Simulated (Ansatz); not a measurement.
CsCl-type NaI (model structure) was calculated with PBEsol (PAW; Ansatz, a quantum-chemistry and plane-wave program).

Settings: plane-wave cutoff 500 eV, 8×8×8 k mesh, gaussian smearing 0.02 eV, scalar-relativistic PAW data made under PBE.

Cell (relaxed at this level):

```cif
data_INa
_chemical_formula_sum 'Na1 I1'
_space_group_name_H-M_alt 'Pm-3m'
_space_group_IT_number 221
_space_group_name_Hall '-P 4 2 3'
_cell_length_a 3.98801
_cell_length_b 3.98801
_cell_length_c 3.98801
_cell_angle_alpha 90.000
_cell_angle_beta 90.000
_cell_angle_gamma 90.000
loop_
_atom_site_label
_atom_site_type_symbol
_atom_site_symmetry_multiplicity
_atom_site_Wyckoff_symbol
_atom_site_fract_x
_atom_site_fract_y
_atom_site_fract_z
_atom_site_occupancy
Na1 Na 1 a 0.00000 0.00000 0.00000 1
I1 I 1 b 0.50000 0.50000 0.50000 1
```

Task: What does this level give for the band gap?

Result: 
band gap: 2.27 eV (on the SCF k mesh)

Note: the relaxation could raise the start's symmetry but not lower it, so the cell can be a saddle point.

Spin–orbit coupling is not included; with these elements it can move the gap by several tenths of an eV or more.

Computed values are for the static lattice.

Computing time: very roughly 9 core-seconds.

A model structure was made by putting elements into a prototype or built by hand; it is no filed structure, need not be a known phase, and can be a saddle point held by its symmetry.
